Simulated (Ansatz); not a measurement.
# How far to go with shifted k-point meshes: P (R-3m, 2 atoms in the cell)

```yaml
crystal:
  lattice:
    - [1.73090, 0.99934, 3.13907]
    - [-1.73090, 0.99934, 3.13907]
    - [0.00000, -1.99867, 3.13907]
  atoms:
    - { symbol: P, position: [0.23239, 0.23239, 0.23239] }
    - { symbol: P, position: [0.77292, 0.77292, 0.77292] }
```

Method of the run: PBEsol, default PAW files made with PBE (plane waves; Ansatz, an electronic-structure program).

Base settings: basis.ecutwfc = 420 eV; kpoints.mp_grid.grid = 11 11 11; hamiltonian.xc = pbesol; hamiltonian.pseudopotentials = {kind: paw} (the program's default PAW files); scf.occupations.method = gaussian; scf.occupations.width = 0.1 eV.

In this ladder: kpoints.mp_grid.shift = 0.5 0.5 0.5.

Only quantities that move along the ladder and can be compared are tabulated.

The count of work is k-points × plane waves × bands × iterations; it is no time. Core times come from one kind of shared machine, to one figure; runs under 30 s give none.

The starting cell comes from a database of computed structures (which also holds hypothetical and non-ambient phases and stackings), without a prior relaxation at this level. Its lattice was rescaled by up to half a per cent. One atom was moved a little off its site on purpose. In the base run, with a pressure of about -4 GPa the cell is away from its equilibrium volume at this level. Ansatz's pressure includes its estimate of the finite-basis (Pulay) stress.

| kpoints.mp_grid.grid | free energy less the last step's (meV/atom) | pressure (GPa) | largest difference of a force vector from the last step's (eV/Å) | count of work / last | core time / last (rough) |
|---|---|---|---|---|---|
| 2 2 2 | 149.92 | 9.59 | 0.196 | 0.00040 | – |
| 3 3 3 | 61.87 | -1.22 | 0.707 | 0.0012 | – |
| 4 4 4 | 12.09 | -3.93 | 0.434 | 0.0020 | – |
| 5 5 5 | -11.87 | -4.63 | 0.051 | 0.0038 | – |
| 6 6 6 | -4.65 | -3.71 | 0.183 | 0.0066 | – |
| 7 7 7 | -7.14 | -3.90 | 0.041 | 0.0089 | – |
| 8 8 8 | -4.86 | -4.24 | 0.021 | 0.012 | – |
| 9 9 9 | -1.93 | -4.12 | 0.045 | 0.017 | – |
| 10 10 10 | -2.85 | -4.18 | 0.012 | 0.022 | – |
| 11 11 11 | -1.36 | -4.07 | 0.025 | 0.030 | – |
| 12 12 12 | -1.58 | -4.20 | 0.008 | 0.037 | – |
| 13 13 13 | -0.94 | -4.20 | 0.002 | 0.047 | – |
| 15 15 15 | -0.58 | -4.17 | 0.003 | 0.070 | – |
| 16 16 16 | -0.32 | -4.16 | 0.004 | 0.083 | – |
| 18 18 18 | -0.08 | -4.19 | 0.002 | 0.12 | – |
| 20 20 20 | 0.01 | -4.19 | 0.000 | 0.16 | – |
| 22 22 22 | 0.09 | -4.22 | 0.004 | 0.20 | – |
| 25 25 25 | 0.05 | -4.22 | 0.002 | 0.30 | – |
| 28 28 28 | 0.01 | -4.20 | 0.001 | 0.41 | 0.5 |
| 31 31 31 | 0.00 | -4.20 | 0.001 | 0.55 | 0.6 |
| 34 34 34 | 0.00 | -4.21 | 0.001 | 0.72 | 0.8 |
| 38 38 38 | 0.00 | -4.20 | 0.000 | 1.0 | 1 |

Coarsest kpoints.mp_grid.grid that holds the forces within 0.005 eV/Å of the last step, with all finer ones: 13 13 13, at 0.047 of the last step's count of work; the step before is off by 0.008 eV/Å.

Coarsest kpoints.mp_grid.grid that holds the pressure within 0.05 GPa of the last step, with all finer ones: 12 12 12, at 0.037 of the last step's count of work; the step before is off by 0.13 GPa.

Coarsest kpoints.mp_grid.grid that holds the free energy within 0.5 meV/atom of the last step, with all finer ones: 16 16 16, at 0.083 of the last step's count of work; the step before is off by 0.58 meV/atom.

Keys are those of Ansatz 0.2.
